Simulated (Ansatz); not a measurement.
Data:

```yaml
crystal:
  lattice:
    - [0.01329, 3.13040, 3.27299]
    - [3.11164, 0.08959, 3.19669]
    - [3.17871, 3.12117, 0.02251]
  atoms:
    - { symbol: Cl, position: [0.74722, 0.75793, 0.74874] }
    - { symbol: Na, position: [0.00278, 0.99207, 0.00126] }
```

No spin polarisation.

All numbers come from PBE, PAW, 420 eV (Ansatz, an electronic-structure program; scalar-relativistic without spin-orbit coupling). Settings: 9×9×9 k-points, 0.05 eV Fermi–Dirac smearing.

**Question.** Predict the stress and gap character.

**Answer.** 
* **Stress (xx, yy, zz, yz, xz, xy; compression positive)**: (-0.31, -0.26, -0.42, -0.20, 0.09, -0.17) GPa
* **Gap character**: direct at Γ

The cells carry an imposed strain or load. No phonon test of stability was made. The cell was made from NaCl in the zinc blende structure (space group F-43m, No. 216; a hypothetical phase, not in the database extracts checked) by this change: strain tensor (xx, yy, zz, yz, xz, xy) = (+0.37, −1.47, +3.09, +1.58, −0.86, +1.29) %.
